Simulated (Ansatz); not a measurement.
## A computed series for hypothetical CdI2 type MnF2: pressure series

The parent structure is MnF2 in the CdI2 type structure (space group P-3m1, No. 164; a = 3.3281 Å, c = 4.2810 Å; ferromagnetic; a hypothetical phase, not in the database extracts checked; layered, stacked along the Cartesian z axis).

Cell and atoms are relaxed at each pressure.

The values are results of Kohn–Sham DFT with the PBE-D3(BJ) functional, run in Ansatz (a program for electronic structure) with PAW and 420 eV plane waves, no spin-orbit coupling, not measurements.

Computed cases, in order: pressure −1 GPa; 0 GPa (base); pressure 3 GPa; pressure 7 GPa; pressure 15 GPa; pressure 30 GPa; pressure 50 GPa; pressure 75 GPa; pressure 100 GPa.

**Question.** Between which two neighbouring cases does the band gap open or close?

**Answer.** Between pressure 30 GPa (1.17 eV) and pressure 50 GPa (zero). The whole series: pressure −1 GPa: 1.77 eV; 0 GPa (base): 1.70 eV; pressure 3 GPa: 1.62 eV; pressure 7 GPa: 1.59 eV; pressure 15 GPa: 1.45 eV; pressure 30 GPa: 1.17 eV; pressure 50 GPa: zero; pressure 75 GPa: zero; pressure 100 GPa: zero.

The mesh was chosen for an insulator and is coarse for the gapless case. From pressure 15 GPa on, the axis ratios lie over 15 % from the base's, so the cell there is far from its starting form. Load acts through the strain it causes; cell and atoms are relaxed under it. Stability against distortions was not tested. No other phases were tried under pressure. No Hubbard U is applied and the magnetic state is the run's own (MnF2 ferromagnetic); small cells can't hold the antiferromagnetic order that many such compounds have, so gaps and moments can be off. Where the two band edges lie in opposite spin channels, the gap is a spin-flip gap. The D3 term's C6 switches between coordination references near this geometry, which can add small steps to energies.
